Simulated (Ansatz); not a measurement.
GeSe (model structure, started from the wurtzite type, P6₃mc, No. 186, 4 atoms in the cell), treated with PBEsol (Ansatz, an electronic-structure program, PAW).

Run with plane-wave cutoff 500 eV, 12×12×6 k mesh (along the axes of the cell as run), Fermi–Dirac smearing 0.05 eV, scalar-relativistic PAW data made under PBE.

Cell (relaxed at this level):

```cif
data_Ge2Se2
_chemical_formula_sum 'Ge2 Se2'
_space_group_name_H-M_alt 'P63mc'
_space_group_IT_number 186
_space_group_name_Hall 'P 6c -2c'
_cell_length_a 4.70990
_cell_length_b 4.70990
_cell_length_c 5.68526
_cell_angle_alpha 90.000
_cell_angle_beta 90.000
_cell_angle_gamma 120.000
loop_
_atom_site_label
_atom_site_type_symbol
_atom_site_symmetry_multiplicity
_atom_site_Wyckoff_symbol
_atom_site_fract_x
_atom_site_fract_y
_atom_site_fract_z
_atom_site_occupancy
Ge1 Ge 2 b 0.66667 0.33333 0.04156 1
Se1 Se 2 b 0.33333 0.66667 0.08364 1
```

### Question
Give the computed band gap.

### Answer

- band gap: 0.55 eV (on the SCF k mesh)

Note: the relaxation could raise the start's symmetry but not lower it, so the cell can be a saddle point.

Spin–orbit coupling is not included.

Cost on a shared machine: very roughly 6 core-minutes.

A model structure was made by putting elements into a prototype or built by hand; it is no filed structure, need not be a known phase, and can be a saddle point held by its symmetry.
